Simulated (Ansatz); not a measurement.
Input:

```yaml
crystal:
  lattice:
    - [3.12306, 0.00000, 0.00000]
    - [-1.56153, 2.70465, 0.00000]
    - [0.00000, 0.00000, 7.56467]
  atoms:
    - { symbol: Li, position: [0.00000, 0.00000, 0.00000] }
    - { symbol: Li, position: [0.00000, 0.00000, 0.50000] }
    - { symbol: Li, position: [0.33333, 0.66667, 0.25000] }
    - { symbol: Li, position: [0.66667, 0.33333, 0.75000] }
    - { symbol: O, position: [0.33333, 0.66667, 0.65216] }
    - { symbol: O, position: [0.66667, 0.33333, 0.34784] }
    - { symbol: O, position: [0.66667, 0.33333, 0.15216] }
    - { symbol: O, position: [0.33333, 0.66667, 0.84784] }
```

No spin polarisation.

0.447 holes added to each cell, a density of 7.0×10^21 cm⁻³, with a uniform compensating background at fixed cell and a 300 K Fermi–Dirac width.

Method: PBEsol (Ansatz, an electronic-structure program, PAW, no spin-orbit coupling). k-mesh 17×17×6 (Γ-centred); smearing 0.0259 eV (Fermi–Dirac).

Q: Predict the Fermi level from band edge and gap between the host's bands.

A: The Fermi level relative to the doped band's edge (positive inside the band; to 0.05 eV) comes out as +0.15 eV and the gap between the host's bands is 2.69 eV.

Carriers are added with a uniform compensating background; total energy and stress of such cells depend on the potential's zero and are not compared; many-body gap narrowing is missing at this level. Stability against distortions was not tested. The cell was made from Li₂O₂ (space group P6_3/mmc, No. 194; with O–O pairs, as in a peroxide) by this change: holes 7.0×10^21 cm⁻³.
